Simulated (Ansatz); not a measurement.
## Response to strain in GaMo4S8

The reference is GaMo4S8 (space group F-43m, No. 216; a = 9.665 Å). Axes: x, y, z lie along the cube axes.

Strains are applied to the cell and any free atomic positions relax; under biaxial strain the out-of-plane vector relaxes too.

The values are results of PBEsol (Ansatz, an electronic-structure program; PAW; 420 eV plane waves; no spin-orbit coupling), not measurements.

Notes on the quantities. pressure: mean of the normal stresses, compression positive; energy relative to the base: free energy F.

```tsv
variant	shortest interatomic distance	space group	pressure	energy relative to the base
base	2.282 Å	F-43m (No. 216)	0.0 GPa	0 meV/atom
biaxial strain −0.76 %, plane normal [001], relaxed out of plane	2.275 Å	I-4m2 (No. 119)	0.9 GPa	+1.1 meV/atom
uniaxial strain ε_zz = +0.48 %	2.286 Å	I-4m2 (No. 119)	[?]	+0.2 meV/atom
tensor shear ε_yz = +2.32 %	2.275 Å	Imm2 (No. 44)	0.1 GPa	[?]
```

**Question.** Some entries are withheld; estimate them.

**Answer.** 
- uniaxial strain ε_zz = +0.48 %, pressure: -0.5 GPa
- tensor shear ε_yz = +2.32 %, energy relative to the base: +4.8 meV/atom

Without a gap, meshes like the base's 7×7×7 leave anisotropic stresses uncertain by several tenths of a GPa, and small strain energies with them. Stability against distortions was not tested. The base started in R3m and relaxed to F-43m at this level. The final runs are not spin-polarised. An odd electron count without spin: GaMo4S8.
